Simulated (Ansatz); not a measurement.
The starting structures come from a database of crystals and need not be the phases stable at ambient conditions.

The decay constant κ of evanescent states in the gap governs leakage through a thin film.

Consider the following.

```
SrH4N2
1.0
    5.46748     0.00000     0.00000
    0.00000    10.99564     0.00000
    2.73374     5.49782     2.73374
Sr H N
2 8 4
Direct
  0.50000   0.75000   0.00000
  0.00000   0.00000   0.00000
  0.35290   0.89879   0.29420
  0.85290   0.29589   0.00000
  0.64710   0.19299   0.70580
  0.14710   0.29589   0.00000
  0.85290   0.55701   0.29420
  0.64710   0.45411   0.00000
  0.14710   0.85121   0.70580
  0.35290   0.45411   0.00000
  0.50000   0.51185   0.00000
  0.00000   0.76185   0.00000
  0.00000   0.23815   0.00000
  0.50000   0.98815   0.00000
```

Space group of this cell: I4_1/amd. The cell is taken as given.

Transport runs along the normal of the first two printed cell vectors, the (100) plane of the conventional cell.

The gap is the functional's own. No spin-orbit coupling. Mid-gap values are interpolated on the energy grid.

**Question.** Estimate the band gap and the smallest decay constant κ at mid-gap that PBEsol (Ansatz, an electronic-structure program) returns for this system.

**Answer.** Gap 2.29 eV on a 12×12×12 mesh; κ = 0.250 1/Å, at the zone centre.
